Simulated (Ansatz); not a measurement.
# Converging the plane-wave cutoff: IrRh3 (I4mm, 4 atoms in the cell)

```
CELL_PARAMETERS angstrom
     -1.91250     1.91250     3.83094
      1.91250    -1.91250     3.83094
      1.91250     1.91250    -3.83094
ATOMIC_POSITIONS crystal
  Ir 0.00653 0.00653 0.00000
  Rh 0.75000 0.25000 0.50000
  Rh 0.25000 0.75000 0.50000
  Rh 0.50000 0.50000 0.00000
```

Level of theory: LDA (PW92), default PAW files made with PBE (plane waves; Ansatz, a program for electronic structure).

Base settings: basis.ecutwfc = 420 eV; kpoints.mp_grid.grid = 8 8 8; hamiltonian.xc = lda; hamiltonian.pseudopotentials = {kind: paw} (the program's default PAW files); scf.occupations.method = fermi_dirac; scf.occupations.width = 0.1 eV.

The second cell is the first with its lattice scaled by 0.98.

The mesh stays at the base's, so the ladder's end is converged at best in this setting alone.

The first pressure column holds Ansatz's estimate of the finite-basis (Pulay) stress, which hides part of the cutoff error; the other is without it.

Only quantities that move along the ladder and can be compared are tabulated.

The count of work is k-points × plane waves × bands × iterations; it is no time. 

The starting cell comes from a database of computed structures (which also holds hypothetical and non-ambient phases and stackings), without a prior relaxation at this level. Its lattice was rescaled by up to half a per cent. One atom was moved a little off its site on purpose. Spin polarisation is off. In the base run, with a pressure of about -14 GPa the cell is away from its equilibrium volume at this level.

```tsv
basis.ecutwfc	free energy less the last step's (meV/atom)	energy of the compressed cell less the first (meV/atom)	pressure (GPa)	pressure without the Pulay estimate (GPa)	largest difference of a force vector from the last step's (eV/Å)	count of work / last
145 eV	57990.93	-834.28	-126.27	-2031.96	1.511	0.087
170 eV	27825.89	-673.23	-134.88	-1191.64	1.119	0.087
190 eV	15131.14	-296.37	-49.51	-753.33	1.337	0.11
210 eV	7716.14	-49.98	-16.93	-442.81	0.769	0.12
230 eV	3725.29	69.18	9.24	-248.57	0.157	0.13
250 eV	1638.87	38.87	-4.91	-132.98	0.162	0.14
295 eV	228.65	-17.78	-13.49	-37.30	0.052	0.15
335 eV	33.72	-25.63	-13.97	-18.30	0.004	0.19
380 eV	4.34	-25.13	-13.78	-14.21	0.000	0.23
420 eV	1.87	-24.99	-13.76	-13.84	0.001	0.26
460 eV	1.07	-25.04	-13.77	-13.83	0.000	0.31
505 eV	0.57	-25.07	-13.77	-13.80	0.000	0.35
565 eV	0.39	-25.08	-13.77	-13.78	0.000	0.41
630 eV	0.24	-25.08	-13.77	-13.79	0.000	0.50
735 eV	0.09	-25.08	-13.77	-13.78	0.000	0.62
840 eV	0.05	-25.08	-13.77	-13.78	0.000	0.75
1010 eV	0.00	-25.08	-13.77	-13.78	0.000	1.0
```

Coarsest basis.ecutwfc that holds the pressure without the Pulay estimate within 0.5 GPa of the last step, with all finer ones: 380 eV, at 0.23 of the last step's count of work; the step before is off by 4.5 GPa.

Coarsest basis.ecutwfc that holds the pressure within 0.5 GPa of the last step, with all finer ones: 295 eV, at 0.15 of the last step's count of work; the step before is off by 8.9 GPa.

Coarsest basis.ecutwfc that holds the forces within 0.02 eV/Å of the last step, with all finer ones: 335 eV, at 0.19 of the last step's count of work; the step before is off by 0.052 eV/Å.

The energy difference between the two cells stays within 1 meV/atom of the last step's from 335 eV on, the total only from 505 eV on: much of the error is common to both cells and cancels.

At the lowest cutoff the pressure without the Pulay estimate lies 2020 GPa under the last step's, the usual sign of Pulay stress in an incomplete plane-wave basis.

Keys are those of Ansatz 0.2.
